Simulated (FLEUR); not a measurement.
A self-consistent single point of K3Ga (I4/mmm, 4 atoms in the cell) with FLEUR.

Method: PBEsol, all-electron FLAPW (FLEUR), scalar-relativistic valence run with FLEUR.

```
K3Ga
1.0
   -2.85975     2.85975     5.60224
    2.85975    -2.85975     5.60224
    2.85975     2.85975    -5.60224
K Ga
3 1
Direct
  0.75000   0.25000   0.50000
  0.25000   0.75000   0.50000
  0.50000   0.50000   0.00000
  0.00000   0.00000   0.00000
```

Reference input (self-consistent single point, DFT, LDA (Vosko-Wilk-Nusair), all-electron FLAPW (FLEUR), scalar-relativistic valence): Kmax = 3.8 1/bohr; GmaxXC = 11.4 1/bohr; xcFunctional = vwn; jspins = 1; l_soc = F; mode = gauss; fermiSmearingEnergy = 0.00999582 Htr; mesh (inpgen div1-3) = 6 6 6; inpgen gamma flag = true; Gmax = 11.4 1/bohr; numbands = 0; maxIterBroyd = 15. This run's input differs from it in these lines:

```diff
@@ -16,3 +16,3 @@
 &comp jspins=1 /
-&exco xctyp='vwn' /
+&exco xctyp='PBEs' /
 &kpt div1=6 div2=6 div3=6 gamma=t /
@@ -29,3 +29,3 @@
       <coreElectrons ctail="T" frcor="F" kcrel="0" coretail_lmax="0"/>
-      <xcFunctional name="vwn" relativisticCorrections="F"/>
+      <xcFunctional name="PBEs" relativisticCorrections="F"/>
       <magnetism jspins="1"/>
```

Output (repeated stretches shortened):

```
 Iteration:     1   Distance:       1.80708073 me/bohr^3
 Iteration:     2   Distance:       1.64154239 me/bohr^3
 Iteration:     3   Distance:       0.89764895 me/bohr^3
 Iteration:     4   Distance:       0.50099250 me/bohr^3
 Iteration:     5   Distance:       0.48265293 me/bohr^3
   [... 6 lines left out ...]
 Iteration:    12   Distance:       0.00139292 me/bohr^3
 Iteration:    13   Distance:       0.00017388 me/bohr^3
 Iteration:    14   Distance:       0.00009536 me/bohr^3
 Iteration:    15   Distance:       0.00000861 me/bohr^3
 Run finished successfully
 Stop message:
   Structural relaxation: Done

[file out, last iteration]
             iter=     16
[...]
          total density-effective poten   -5.9628970813E+03
          total charge density-energy d   -1.7193242416E+02
 Updated energy parameters for spin:           1
[...]
 fermi energy and band-weighting factors:

[...]
FERMIE:
          first approx. to ef    (T=0)  :   0.077690 htr   (energy of the highest occ. eigenvalue)
          number of occ. states  (T=0)  :        597
          first approx. to seigv (T=0)  : -19.824732 htr
          sum of weights of occ. states :  20.009259
          sum of semicore charge        :   0.000000 e
          fermi energy=   0.07727 har   work function=  -2.10271 ev
          number of valence electrons=  40.00001
     band-weighting factor for spin=    1
   [... lines left out ...]
          total moment                 =     0.00000
 Direct bandgap for spin            1 :    4.0139337081019633E-003  Htr
 ---->    free energy=                     -3746.6147122807 htr
   [... lines left out ...]
 TOTAL FORCE FOR ATOM TYPE=  1  X=  5.404   Y=  0.000   Z= -5.293
                       FX_TOT= 0.000000 FY_TOT= 0.000000 FZ_TOT= 0.000000
 TOTAL FORCE FOR ATOM TYPE=  2  X=  0.000   Y=  0.000   Z= 10.587
                       FX_TOT= 0.000000 FY_TOT= 0.000000 FZ_TOT= 0.000000
 TOTAL FORCE FOR ATOM TYPE=  3  X=  0.000   Y=  0.000   Z=  0.000
                       FX_TOT= 0.000000 FY_TOT= 0.000000 FZ_TOT= 0.000000
 Structural relaxation: Done
```

The run converged in 15 iterations. FLEUR gives forces in its relaxation mode, with a further iteration, so its stop message speaks of a relaxation. 

The starting cell comes from a database of computed structures (which also holds hypothetical and non-ambient phases and stackings), without a prior relaxation at this level. Its lattice was rescaled by a random factor within 2.5 % of one. Values depend on the basis (sphere radii, cutoffs, local orbitals), which need not be converged. The log's line on a gap gives a spacing of levels on this mesh, which the program prints for metals too.

Cost on one core of a shared machine: roughly 7 min.
